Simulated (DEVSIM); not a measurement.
Structure: Al0.3Ga0.7As/GaAs p-n heterojunction, at 350 K.

| layer (left to right) | material | thickness (μm) | Nd (cm⁻³) | Na (cm⁻³) | τn (s) | τp (s) |
|---|---|---|---|---|---|---|
| 1 | Al0.3Ga0.7As | 0.840 | - | 2.8e17 | 3.2e-10 | 3.2e-10 |
| 2 | GaAs | 3.00 | 5.9e15 | - | 3.2e-10 | 3.2e-10 |

Left contact: ohmic. Right contact: ohmic. Voltage is applied to the left contact. Recombination: SRH at mid-gap. Mobility is constant in doping.

The device is made up for the run: typed textbook-type constants, with dimensions and the other settings drawn at random. Values at 300 K; Nc and Nv go as T^1.5, mobilities as T to minus their exponent, the gap by Varshni's rule with the affinity fixed.

| parameter | Al0.3Ga0.7As | GaAs |
|---|---|---|
| gap (eV) | 1.7981 | 1.424 |
| affinity (eV) | 3.833 | 4.07 |
| permittivity | 12.05 | 12.9 |
| Nc (cm⁻³) | 6.96e17 | 4.7e17 |
| Nv (cm⁻³) | 9e18 | 9e18 |
| μn (cm²/Vs) | 3880 | 8500 |
| μp (cm²/Vs) | 197 | 400 |
| T exponent of μn | 2.1 | 2.1 |
| T exponent of μp | 2.2 | 2.2 |
| Varshni α (eV/K) | 0.000541 | 0.000541 |
| Varshni β (K) | 204 | 204 |

Simulated with DEVSIM: 1D drift-diffusion, Boltzmann statistics, complete ionisation; no tunnelling, impact ionisation, image-force lowering or self-heating. Band offsets follow the typed affinities; no thermionic-emission limit at abrupt steps, no polarisation charge.

The thickness of layer 2 was swept, all else fixed.

| thickness of layer 2 (μm) | dark forward voltage at 100 A/cm² (V) | dark forward voltage at 1 A/cm² (V) |
|---|---|---|
| 0.6 | 1.020 | 0.841 |
| 1 | 1.031 | 0.848 |
| 1.8 | 1.036 | 0.849 |
| 3 | 1.038 | 0.849 |
| 5.1 | 1.042 | 0.849 |
| 9 | 1.048 | 0.849 |
| 15 | 1.059 | 0.850 |

From the first row to the last the dark forward voltage at 100 A/cm² goes from 1.020 to 1.059. From the first row to the last the dark forward voltage at 1 A/cm² goes from 0.841 to 0.850.
